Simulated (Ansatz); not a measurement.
## Effect of Se → Br on WSe2

Start from WSe$_{2}$ in the 2H-MoS2 type structure (space group P6_3/mmc, No. 194; a = 3.230 Å, c = 12.411 Å; layered, stacked along the Cartesian z axis).

Modification: full substitution Se → Br; the structure is relaxed again.

Level of theory: PBEsol-D3(BJ), PAW, 420 eV (Ansatz, a first-principles code; no spin-orbit coupling), earlier PAW set. k-mesh 17×17×4 (Γ-centred); smearing 0.05 eV (Fermi–Dirac), for the changed cell.

The volume per atom grows by 0.603 Å³ to 19.30 Å³ and the density drops by 0.26 g/cm³ (10.12 g/cm³ → 9.86 g/cm³). The lattice parameter a decreases by 10.79 pm to 312.3 pm and the c/a ratio grows by 0.549 (3.842 → 4.391). The space group remains P6_3/mmc (No. 194) and the shortest interatomic distance rises by 13.2 pm (251.1 pm → 264.3 pm). The band gap becomes zero (base: 0.67 eV).

Final structure:

```
CELL_PARAMETERS angstrom
      3.12254     0.00000     0.00000
     -1.56127     2.70420     0.00000
      0.00000     0.00000    13.71169
ATOMIC_POSITIONS crystal
  W  0.33333 0.66667 0.25000
  W  0.66667 0.33333 0.75000
  Br 0.33333 0.66667 0.60909
  Br 0.66667 0.33333 0.10909
  Br 0.66667 0.33333 0.39091
  Br 0.33333 0.66667 0.89091
```

Cost of the whole job for the changed cell (relaxation, final SCF and bands): about 3 core-minutes (a rough figure).

With W present, leaving out spin-orbit coupling can change the band edges. Stability against distortions was not tested. As relaxed here, WBr2 is a hypothetical phase, not in the database extracts checked. No Hubbard U is applied, and correlation can decide whether such a compound is a metal. The final runs are not spin-polarised. WBr2 has a high density of states at the Fermi level and may be magnetic at this level.
